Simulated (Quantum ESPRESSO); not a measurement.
Worked example: self-consistent single point of Si3N4 (P1, 14 atoms in the cell) in Quantum ESPRESSO.

Method of the run: PBEsol, GBRV 1.5 ultrasoft (PBESOL) pseudopotentials (plane waves; Quantum ESPRESSO).

```yaml
crystal:
  lattice:
    - [7.60454, 0.00000, 0.00000]
    - [-3.80227, 6.58573, 0.00000]
    - [0.00000, 0.00000, 2.90520]
  atoms:
    - { symbol: Si, position: [0.23089, 0.83072, 0.74513] }
    - { symbol: Si, position: [0.76053, 0.17730, 0.23978] }
    - { symbol: Si, position: [0.40125, 0.22320, 0.25023] }
    - { symbol: Si, position: [0.59445, 0.77036, 0.74298] }
    - { symbol: Si, position: [0.18183, 0.41286, 0.74135] }
    - { symbol: Si, position: [0.82540, 0.59522, 0.22265] }
    - { symbol: N, position: [0.33395, 0.67379, 0.75920] }
    - { symbol: N, position: [0.65777, 0.32172, 0.25110] }
    - { symbol: N, position: [0.97162, 0.66733, 0.75736] }
    - { symbol: N, position: [0.04444, 0.33646, 0.25909] }
    - { symbol: N, position: [0.30084, 0.96667, 0.24441] }
    - { symbol: N, position: [0.70146, 0.02826, 0.78426] }
    - { symbol: N, position: [0.33277, 0.29754, 0.76826] }
    - { symbol: N, position: [0.66278, 0.69859, 0.23420] }
```

Reference input (self-consistent single point, DFT, PBEsol, plane waves, GBRV 1.5 ultrasoft (PBESOL) pseudopotentials): ecutwfc = 40 Ry; ecutrho = 200 Ry; occupations = smearing; smearing = gauss; degauss = 0.00147 Ry; potentials = {Si: si_pbesol_v1.uspp.F.UPF, N: n_pbesol_v1.2.uspp.F.UPF}; K_POINTS = automatic 2 2 6 0 0 0; conv_thr = 1e-08 Ry; mixing_beta = 0.3. This run's input differs from it in these lines:

```diff
@@ -12,4 +12,4 @@
    ntyp = 2
-   ecutwfc = 40
-   ecutrho = 200
+   ecutwfc = 32
+   ecutrho = 160
    occupations = 'smearing'
```

Output, abridged:

```
     Self-consistent Calculation

     iteration #  1     ecut=    32.00 Ry     beta= 0.30

---- Real-time Memory Report at c_bands before calling an iterative solver
           149 MiB given to the printing process from OS
            62 MiB allocation reported by mallinfo(arena+hblkhd)
------------------

     total energy              =    -218.89518336 Ry
     estimated scf accuracy    <       3.97265717 Ry

     iteration #  2     ecut=    32.00 Ry     beta= 0.30

---- Real-time Memory Report at c_bands before calling an iterative solver
           210 MiB given to the printing process from OS
   [... lines left out ...]

---- Real-time Memory Report at c_bands before calling an iterative solver
           215 MiB given to the printing process from OS
            96 MiB allocation reported by mallinfo(arena+hblkhd)
------------------

     total energy              =    -219.25284870 Ry
     estimated scf accuracy    <       0.00000002 Ry

     iteration # 11     ecut=    32.00 Ry     beta= 0.30

---- Real-time Memory Report at c_bands before calling an iterative solver
           216 MiB given to the printing process from OS
            96 MiB allocation reported by mallinfo(arena+hblkhd)
------------------
     End of self-consistent calculation

     the Fermi energy is     9.0019 ev

!    total energy              =    -219.25284874 Ry
     estimated scf accuracy    <          2.1E-09 Ry
     smearing contrib. (-TS)   =      -0.00000000 Ry
     internal energy E=F+TS    =    -219.25284874 Ry

     convergence has been achieved in  11 iterations

     Forces acting on atoms (cartesian axes, Ry/au):

     atom    1 type  1   force =     0.03692987   -0.05435719    0.00128731
     atom    2 type  1   force =     0.14987964   -0.01872757    0.10676790
     atom    3 type  1   force =    -0.02863468    0.04133194    0.04692019
     atom    4 type  1   force =    -0.03560509   -0.00356855   -0.01383391
     atom    5 type  1   force =     0.01110187   -0.00604571    0.06445534
   [... lines left out ...]

     Total force =     0.365603     Total SCF correction =     0.000039

          total   stress  (Ry/bohr**3)                   (kbar)     P=       17.41
   0.00000896  -0.00017640   0.00005272            1.32      -25.95        7.75
  -0.00017640   0.00013119   0.00007251          -25.95       19.30       10.67
   0.00005272   0.00007251   0.00021487            7.75       10.67       31.61

   JOB DONE.
```

The run converged in 11 iterations. Against the reference run the free energy goes up by 22.9 meV/atom, the pressure goes from 4.82 to 1.74 GPa, the largest force moves little (4.747 to 4.756 eV/Å) and the gap on the mesh stays at 4.004 eV.

The starting cell comes from a database of computed structures (which also holds hypothetical and non-ambient phases and stackings), without a prior relaxation at this level. Its atoms were displaced at random from the sites of space group no. 176. Forces in this geometry exceed 1 eV/Å.

Cost on one core of a shared machine: roughly 50 s.
